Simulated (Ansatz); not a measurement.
An Ansatz (a quantum-chemistry and plane-wave program) input (DFT with r2SCAN, PAW potentials and a 500 eV plane-wave cutoff in Ansatz, scalar-relativistic without spin-orbit coupling):

Ansatz 0.2 input:
```yaml
crystal:
  lattice:
    - [0, 0, -3.1910334044]
    - [-2.9300323387, -2.9300323387, -1.5955167022]
    - [-2.9300323387, 2.9300323387, -1.5955167022]
  atoms:
    - { symbol: Sn, position: [0.25, 0.5, 0.5] }
    - { symbol: Sn, position: [0, 1, 0] }
basis: { ecutwfc: 500, ecutrho_ratio: 4, xc_grid: 4, fft_grid_basis: typed }
kpoints: { mp_grid: { grid: [21, 21, 21] } }
hamiltonian:
  xc: r2scan
  dispersion: none
  pseudopotentials: { kind: paw }
scf: { occupations: { method: fermi_dirac, width: 0.1 }, convergence: { dr2_threshold: 0.0000000002 } }
output: { forces: true, stress: true }
checkpoint: { write: state.ck, write_every: 1000 }
```

Which symmetry and how many k-points will the program report, and about how many plane waves at Γ?

Space group I41/amd (ITA 141) with 16 operations, k-points 726 of 9261, and 1389 plane waves at Γ.

And the final pressure?

0.42 GPa (compression positive).

A biaxial case was relaxed in a doubled cell and then solved in the primitive one. The cells carry an imposed strain or load. Whether these cells are dynamically stable was not tested. The cell was made from Sn (space group I4_1/amd, No. 141) by this change: biaxial strain −0.45 %, plane normal [001], relaxed out of plane.
